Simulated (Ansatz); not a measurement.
## Cubic perovskite SrVO3

These are r²SCAN-D4 (plane waves, PAW; Ansatz, a first-principles code) values and carry that method's errors.

Numerical settings: plane-wave cutoff 560 eV, 14×14×14 k mesh, Fermi–Dirac smearing 0.05 eV, no spin polarisation, scalar-relativistic PAW data made under PBE.

Cell (relaxed at this level):

```xyz
5
Lattice="3.8202 0.0000 0.0000 0.0000 3.8202 0.0000 0.0000 0.0000 3.8202" Properties=species:S:1:pos:R:3 pbc="T T T"
Sr     0.0000     0.0000     0.0000
V      1.9101     1.9101     1.9101
O      1.9101     0.0000     1.9101
O      0.0000     1.9101     1.9101
O      1.9101     1.9101     0.0000
```

For cubic perovskite SrVO3, the band gap is zero (no gap).

Spin–orbit coupling is not included.

The computed numbers hold no vibrational or temperature effects.
